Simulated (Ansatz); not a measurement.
Input:

Host crystal: wurtzite GaN, with a band gap (PBE, scalar-relativistic without spin-orbit coupling).

End structure of NH3 on the 1x1 (10-10) surface of wurtzite GaN (cut with top plane Ga + N), one in a 2x1 cell, started at the site 'bridge Ga-Ga-Ga-N-N-N (span 3.3 Å)':

```yaml
crystal:
  lattice:
    - [6.43695, 0.00000, 0.00000]
    - [0.00000, 5.24310, 0.00000]
    - [0.00000, 0.00000, 28.50000]
  atoms:
    - { symbol: Ga, position: [0.25000, 0.02811, 0.34683] }
    - { symbol: Ga, position: [0.75000, 0.02811, 0.34683] }
    - { symbol: N, position: [0.25000, 0.37330, 0.33765] }
    - { symbol: N, position: [0.75000, 0.37330, 0.33765] }
    - { symbol: Ga, position: [0.00000, 0.49269, 0.36591] }
    - { symbol: Ga, position: [0.50000, 0.49269, 0.36591] }
    - { symbol: N, position: [0.00000, 0.86834, 0.36879] }
    - { symbol: N, position: [0.50000, 0.86834, 0.36879] }
    - { symbol: Ga, position: [0.00000, 0.00004, 0.43656] }
    - { symbol: Ga, position: [0.50000, 0.00004, 0.43656] }
    - { symbol: N, position: [0.00000, 0.37432, 0.43473] }
    - { symbol: N, position: [0.50000, 0.37432, 0.43473] }
    - { symbol: Ga, position: [0.25000, 0.49484, 0.46645] }
    - { symbol: Ga, position: [0.75000, 0.49484, 0.46645] }
    - { symbol: N, position: [0.25000, 0.87236, 0.46737] }
    - { symbol: N, position: [0.75000, 0.87236, 0.46737] }
    - { symbol: Ga, position: [0.24990, 0.99552, 0.53327] }
    - { symbol: Ga, position: [0.74989, 0.99603, 0.53347] }
    - { symbol: N, position: [0.24988, 0.37228, 0.53234] }
    - { symbol: N, position: [0.74987, 0.37339, 0.53267] }
    - { symbol: Ga, position: [0.00172, 0.49848, 0.56389] }
    - { symbol: Ga, position: [0.49800, 0.49848, 0.56389] }
    - { symbol: N, position: [0.00054, 0.87403, 0.56525] }
    - { symbol: N, position: [0.49923, 0.87403, 0.56526] }
    - { symbol: Ga, position: [0.00089, 0.99293, 0.63292] }
    - { symbol: Ga, position: [0.49871, 0.99294, 0.63293] }
    - { symbol: N, position: [0.00213, 0.37144, 0.63073] }
    - { symbol: N, position: [0.49733, 0.37142, 0.63075] }
    - { symbol: Ga, position: [0.24972, 0.51819, 0.66065] }
    - { symbol: Ga, position: [0.74973, 0.52867, 0.65104] }
    - { symbol: N, position: [0.24978, 0.87755, 0.66443] }
    - { symbol: N, position: [0.74981, 0.87438, 0.66253] }
    - { symbol: N, position: [0.24918, 0.30282, 0.72211] }
    - { symbol: H, position: [0.37717, 0.32776, 0.74280] }
    - { symbol: H, position: [0.12031, 0.32728, 0.74254] }
    - { symbol: H, position: [0.24958, 0.11085, 0.70747] }
```

Slab: 36 atoms, 9.3 Å thick at the start under the adsorbate (thin: gaps and levels are the slab's own); k 3x4x1, smearing 0.01 eV, dipole-corrected; 16 atoms held, the rest relaxed; no symmetry held; no spin, no spin-orbit, no U, no dispersion correction. At the end it is bonded to Ga. In PBE it is, or lies within 0.03 eV of, the lowest of the starts that converged.

A negative adsorption energy means that the adsorbate is more stable on the surface than in its reference.

**Question.** Give the adsorption energy against NH3(g) at the level Ansatz (an electronic-structure program) with PBE.

**Answer.** -117 kJ/mol

**Question.** Give the change of the step from the bottom to the top vacuum level, against the clean slab at the level PBE.

**Answer.** -2.14 eV
